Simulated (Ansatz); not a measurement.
Name crystals whose electron conductivity mass lies between 0.152 and 0.24 mₑ and whose Seebeck coefficient, p-type 1e19 cm⁻³ lies between 280 and 430 μV/K, by PBEsol, rigid bands in Ansatz (a first-principles code).

Many crystals can fit; among those computed here:
- SnO2 (P4_2/mnm): 0.190 mₑ, 346 μV/K

Masses are for dilute carriers at 300 K, harmonic means over directions unless an axis is named. Seebeck coefficients are for the stated density at 300 K, with one relaxation time for all states and whether or not that doping can be reached. Spin-orbit coupling is left out.
